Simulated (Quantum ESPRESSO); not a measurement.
Input and output of a dielectric-response calculation for PbIF (P4/nmm, 6 atoms in the cell) (Quantum ESPRESSO).

Method: PBEsol, GBRV 1.5 ultrasoft (PBESOL) pseudopotentials (plane waves; Quantum ESPRESSO).

```
CELL_PARAMETERS angstrom
      4.23740     0.00000     0.00000
      0.00000     4.23740     0.00000
      0.00000     0.00000     8.80000
ATOMIC_POSITIONS crystal
  Pb 0.50000 0.00000 0.16392
  Pb 0.00000 0.50000 0.83608
  I  0.50000 0.00000 0.66297
  I  0.00000 0.50000 0.33703
  F  0.00000 0.00000 0.00000
  F  0.50000 0.50000 0.00000
```

Reference input (self-consistent single point, DFT, PBEsol, plane waves, GBRV 1.5 ultrasoft (PBESOL) pseudopotentials): ecutwfc = 40 Ry; ecutrho = 200 Ry; occupations = smearing; smearing = marzari-vanderbilt; degauss = 0.0099958 Ry; potentials = {Pb: pb_pbesol_v1.uspp.F.UPF, I: i_pbesol_v1.uspp.F.UPF, F: f_pbesol_v1.4.uspp.F.UPF}; K_POINTS = automatic 7 7 4 0 0 0; conv_thr = 1e-10 Ry. This run's input differs from it in these lines:

```diff
@@ -14,5 +14,4 @@
  ecutrho = 200
- occupations = 'smearing'
- smearing = 'marzari-vanderbilt'
- degauss = 0.0099958
+ occupations = 'fixed'
+ nbnd = 32
 /
@@ -37,3 +36,3 @@
 K_POINTS automatic
-7 7 4  0 0 0
+6 6 3  0 0 0
```

Step 2 (ph.x):

```fortran
phonons at the zone centre
&inputph
 prefix = 'run'
 outdir = './out'
 tr2_ph = 1.0d-14
 trans = .false.
 epsil = .true.
 zeu = .true.
/
0.0 0.0 0.0
```

Output, abridged:

Output of step 1:

```
     Self-consistent Calculation

     iteration #  1     ecut=    40.00 Ry     beta= 0.70

     Threshold (ethr) on eigenvalues was too large:
     Diagonalizing with lowered threshold

     negative rho (up, down):  2.835E-02 0.000E+00

     total energy              =    -555.14428905 Ry
     estimated scf accuracy    <       0.51128348 Ry

     iteration #  2     ecut=    40.00 Ry     beta= 0.70

     negative rho (up, down):  2.919E-02 0.000E+00

     total energy              =    -555.05266908 Ry
     estimated scf accuracy    <       1.58813680 Ry

     iteration #  3     ecut=    40.00 Ry     beta= 0.70

     negative rho (up, down):  2.931E-02 0.000E+00

     total energy              =    -555.37753674 Ry
     estimated scf accuracy    <       0.15030148 Ry

   [... 8 blocks of this kind left out ...]

     iteration # 12     ecut=    40.00 Ry     beta= 0.70

     negative rho (up, down):  2.914E-02 0.000E+00

     total energy              =    -555.39700002 Ry
     estimated scf accuracy    <          3.8E-10 Ry

     iteration # 13     ecut=    40.00 Ry     beta= 0.70

     negative rho (up, down):  2.914E-02 0.000E+00
     End of self-consistent calculation

     highest occupied, lowest unoccupied level (ev):     5.7672    7.5921

!    total energy              =    -555.39700002 Ry
     estimated scf accuracy    <          7.9E-12 Ry

     convergence has been achieved in  13 iterations

     negative rho (up, down):  2.914E-02 0.000E+00

     Forces acting on atoms (cartesian axes, Ry/au):

     atom    1 type  1   force =     0.00000000    0.00000000   -0.00373540
     atom    2 type  1   force =     0.00000000    0.00000000    0.00373540
     atom    3 type  2   force =     0.00000000    0.00000000    0.00245961
     atom    4 type  2   force =     0.00000000    0.00000000   -0.00245961
     atom    5 type  3   force =     0.00000000    0.00000000    0.00000000
     atom    6 type  3   force =     0.00000000    0.00000000    0.00000000

     Total force =     0.006325     Total SCF correction =     0.000015

     negative rho (up, down):  2.914E-02 0.000E+00
          total   stress  (Ry/bohr**3)                   (kbar)     P=      -12.42
  -0.00010240   0.00000000   0.00000000          -15.06        0.00        0.00
   0.00000000  -0.00010240   0.00000000            0.00      -15.06        0.00
   0.00000000   0.00000000  -0.00004854            0.00        0.00       -7.14

   JOB DONE.
```

Output of step 2:

```
     Reading xml data from directory:

     ./out/run.save/

     G-vector sticks info
     --------------------
     sticks:   dense  smooth     PW     G-vecs:    dense   smooth      PW
     Sum        1009     805    241                50779    36343    5949

     negative rho (up, down):  2.914E-02 0.000E+00
     Reading collected, re-writing distributed wavefunctions in ./out/

     Number and degeneracy of irreps per q-point
       N         xq(1)         xq(2)         xq(3)   N irreps
       1   0.000000000   0.000000000   0.000000000      12
        1   1   1   2   2   2   1   1   1   2   2   2

     Calculation of q =    0.0000000   0.0000000   0.0000000

     phonons at the zone centre

     bravais-lattice index     =            0
     lattice parameter (alat)  =       8.0075  a.u.
     unit-cell volume          =    1066.2970 (a.u.)^3
     number of atoms/cell      =            6
     number of atomic types    =            3
     kinetic-energy cut-off    =      40.0000  Ry
     charge density cut-off    =     200.0000  Ry
     convergence threshold     =      1.0E-14
     beta                      =       0.7000
     number of iterations used =            4
   [... lines left out ...]
     Born effective charges as d Force / d E

     Atomic displacements:
     There are   12 irreducible representations

     Representation     1      1 modes -  To be done

     Representation     2      1 modes -  To be done

     Representation     3      1 modes -  To be done

     Representation     4      2 modes -  To be done

     Representation     5      2 modes -  To be done

     Representation     6      2 modes -  To be done

     Representation     7      1 modes -  To be done

     Representation     8      1 modes -  To be done

     Representation     9      1 modes -  To be done

     Representation    10      2 modes -  To be done

     Representation    11      2 modes -  To be done

     Representation    12      2 modes -  To be done
     Electric Fields Calculation

      iter #   1   av.it.:   8.4
      thresh= 1.000E-02 alpha_mix =  0.700 |ddv_scf|^2 =  7.601E-07

      iter #   2   av.it.:  17.2
      thresh= 8.718E-05 alpha_mix =  0.700 |ddv_scf|^2 =  4.034E-07

   [... 5 blocks of this kind left out ...]

      iter #   8   av.it.:  16.9
      thresh= 8.394E-08 alpha_mix =  0.700 |ddv_scf|^2 =  9.247E-15

     End of electric fields calculation
          Dielectric constant in cartesian axis

          (       6.868307575       0.000000000       0.000000000 )
          (       0.000000000       6.868307575       0.000000000 )
          (       0.000000000       0.000000000       4.847999616 )

          Effective charges (d Force / dE) in cartesian axis without acoustic sum rule applied (asr)

           atom    1  Pb    Mean Z*:        3.83029
      Ex  (        4.25026        0.00000        0.00000 )
      Ey  (        0.00000        4.25026        0.00000 )
      Ez  (        0.00000        0.00000        2.99035 )
           atom    2  Pb    Mean Z*:        3.83029
      Ex  (        4.25026        0.00000        0.00000 )
      Ey  (        0.00000        4.25026        0.00000 )
      Ez  (        0.00000        0.00000        2.99035 )
           atom    3  I     Mean Z*:       -1.75203
      Ex  (       -2.21377        0.00000        0.00000 )
      Ey  (        0.00000       -2.21377        0.00000 )
      Ez  (        0.00000        0.00000       -0.82854 )
           atom    4  I     Mean Z*:       -1.75203
      Ex  (       -2.21377        0.00000        0.00000 )
      Ey  (        0.00000       -2.21377        0.00000 )
      Ez  (        0.00000        0.00000       -0.82854 )
   [... lines left out ...]
      E*x (       -2.20917        0.00000        0.00000 )
      E*y (        0.00000       -2.20917        0.00000 )
      E*z (        0.00000        0.00000       -0.82845 )
           atom    4  I     Mean Z*:       -1.74893
      E*x (       -2.20917        0.00000        0.00000 )
      E*y (        0.00000       -2.20917        0.00000 )
      E*z (        0.00000        0.00000       -0.82845 )
           atom    5  F     Mean Z*:       -2.08446
      E*x (       -2.04570        0.00000        0.00000 )
      E*y (        0.00000       -2.04570        0.00000 )
      E*z (        0.00000        0.00000       -2.16199 )
           atom    6  F     Mean Z*:       -2.08446
      E*x (       -2.04570        0.00000        0.00000 )
      E*y (        0.00000       -2.04570        0.00000 )
      E*z (        0.00000        0.00000       -2.16199 )
   JOB DONE.
```

The run converged in 13 iterations. 

Summary of the result:
- Free energy E − TS = -7556.5611 eV
- Top of the valence band (on the code's own zero) = 5.77 eV
- Gap on the k-point mesh = 1.82 eV
- Pressure = -1.24 GPa
- Largest force (vector length) = 0.096 eV/Å
- ε∞ at this k-point mesh, which may be far from converged in small-gap cells (xx, yy, zz) = 6.87, 6.87, 4.85
- Born charges at this mesh (mean of the diagonal, e) = Pb 3.83, Pb 3.83, I -1.75, I -1.75, F -2.08, F -2.08

The starting cell comes from a database of published, mostly measured structures (it also holds non-ambient and calculated ones), without a prior relaxation at this level. Spin-orbit coupling is off.
